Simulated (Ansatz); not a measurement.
free sheet of monolayer 1H WSe2: W20Se40, 3 atomic planes, area 191 Å², cell height 16.4 Å with vacuum; both faces free, started from the relaxed sheet, in-plane cell fixed at 1.000 times the relaxed lattice. These are PBE, large-core Se (plane waves, PAW; Ansatz, an electronic-structure program) values and carry that method's errors. Mean temperature 300 K, 10.5 ps sampled after 3.3 ps of Langevin dynamics; k-points: Γ only; no spin polarisation or spin-orbit coupling.

A denser in-plane k-mesh moves the forces of one frame by 0.02 eV/Å rms. Bonds are counted up to Se-W 2.93 Å; heights count from the centre of mass.

Problem. What happens at the sheet: give the outer plane spacing; normal motion of the outer planes over that of the middle; in-plane diffusion; coordination in the top plane; mean vibrational (phonon) frequency.

Solution. 
| Property | Value |
|---|---|
| outer plane spacing | 1.68 Å against 1.68 Å at the start (+0 %) |
| normal motion of the outer planes over that of the middle | 1.0 |
| in-plane diffusion | none seen within 10.5 ps |
| coordination in the top plane | 3-fold 100 % |
| mean vibrational (phonon) frequency | 5.2 THz |
